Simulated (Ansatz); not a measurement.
Cell of hcp Hf (1 0 0) on wurtzite AlN (1 0 0) (film strained to the substrate, started from cuts of the bulks and a machine-learned relaxation; slabs Al10N10 and Hf8, which can lie off the formulas), relaxed at this level with a, b, gamma of the cell held:

```
CELL_PARAMETERS angstrom
      5.01811     0.00007    -0.03941
      0.00000     3.13025     0.03089
      0.19857     1.31732    25.09649
ATOMIC_POSITIONS crystal
  Al 0.46102 0.50761 0.07579
  Al 0.94814 0.02757 0.03590
  N  0.83955 0.50823 0.07456
  N  0.33676 0.02486 0.04128
  Al 0.46217 0.95382 0.18340
  Al 0.96234 0.47221 0.14661
  N  0.84364 0.95413 0.18275
  N  0.34327 0.47170 0.14761
  Al 0.46211 0.39983 0.29140
  Al 0.96212 0.91808 0.25489
  N  0.84362 0.40008 0.29089
  N  0.34364 0.91782 0.25540
  Al 0.46225 0.84570 0.39967
  Al 0.96210 0.36410 0.36289
  N  0.84318 0.84620 0.39867
  N  0.34357 0.36377 0.36353
  Al 0.44800 0.29035 0.51039
  Al 0.96090 0.81030 0.47049
  N  0.83662 0.29304 0.50501
  N  0.33943 0.80967 0.47172
  Hf 0.38875 0.73271 0.62562
  Hf 0.88806 0.25208 0.58688
  Hf 0.39106 0.17744 0.73617
  Hf 0.89110 0.69613 0.69878
  Hf 0.39114 0.62178 0.84750
  Hf 0.89110 0.14047 0.81011
  Hf 0.38818 0.06581 0.95941
  Hf 0.88885 0.58519 0.92066
```

Computed with PBE (plane waves to 420 eV, PAW; Ansatz, a quantum-chemistry and plane-wave program). Spin–orbit coupling is left out; the runs are not spin-polarised. Its k-point mesh 6×10×1, Fermi–Dirac width 0.05 eV.

**Question.** Give the plane-averaged electrostatic potential energy of an electron along the normal (the smooth PAW potential), about its mean over the cell.

**Answer.** 
| z (Å) | V (eV) |
|---|---|
| 0.000 | 4.92 |
| 0.418 | 3.45 |
| 0.836 | -0.40 |
| 1.254 | -2.79 |
| 1.672 | -2.17 |
| 2.090 | 0.14 |
| 2.508 | 4.10 |
| 2.926 | 4.95 |
| 3.344 | 1.27 |
| 3.762 | -1.83 |
| 4.181 | -2.65 |
| 4.599 | -1.43 |
| 5.017 | 2.09 |
| 5.435 | 5.26 |
| 5.853 | 3.34 |
| 6.410 | -1.55 |
| 6.828 | -2.62 |
| 7.246 | -1.75 |
| 7.664 | 1.41 |
| 8.082 | 5.08 |
| 8.500 | 3.95 |
| 8.918 | -0.16 |
| 9.336 | -2.30 |
| 9.755 | -2.42 |
| 10.173 | -0.43 |
| 10.591 | 3.63 |
| 11.009 | 5.13 |
| 11.427 | 1.88 |
| 11.845 | -1.35 |
| 12.263 | -2.95 |
| 12.681 | -1.78 |
| 13.099 | 1.83 |
| 13.517 | 4.66 |
| 13.935 | 3.81 |
| 14.353 | 0.04 |
| 14.771 | -2.84 |
| 15.189 | -5.26 |
| 15.607 | -3.13 |
| 16.025 | -0.35 |
| 16.443 | 2.73 |
| 16.861 | 2.15 |
| 17.279 | -1.06 |
| 17.697 | -4.17 |
| 18.116 | -5.37 |
| 18.534 | -2.33 |
| 19.091 | 1.87 |
| 19.509 | 3.09 |
| 19.927 | -0.03 |
| 20.345 | -3.03 |
| 20.763 | -5.63 |
| 21.181 | -3.42 |
| 21.599 | -0.41 |
| 22.017 | 2.76 |
| 22.435 | 2.12 |
| 22.853 | -0.96 |
| 23.272 | -3.83 |
| 23.690 | -5.04 |
| 24.108 | -2.18 |
| 24.526 | 0.81 |
| 24.944 | 4.46 |
